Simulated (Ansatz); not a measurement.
Start from SrTiO3 in the cubic perovskite structure (space group Pm-3m, No. 221; a = 3.854 Å). Axes: x, y, z lie along the cube axes.

Calculations: LDA (Ansatz, a quantum-chemistry and plane-wave program), no spin-orbit coupling.

Perturbation: the cell is scaled by 0.9880 in all directions, atoms relaxed at fixed cell.

**Question.** Predict the stress tensor and what it implies for the stiffness.

**Answer.** Stress of the strained cell less that of the base (GPa, compression positive):
```
   7.91    0.00    0.00
   0.00    7.91    0.00
   0.00    0.00    7.91
```

Then B = −ΔP/(ΔV/V₀) with ΔV/V₀ = -0.0356 gives secant stiffness values (nonlinear terms included at this strain): B ≈ 222 GPa.

As a check, the harmonic strain energy −½ V₀ Δσ:ε is 10 meV/atom; the computed energy rise is 9.7 meV/atom.

Stability against distortions was not tested. The final runs are not spin-polarised. Many cubic perovskites are stable only at high temperature; tilts and polar distortions were not tested.
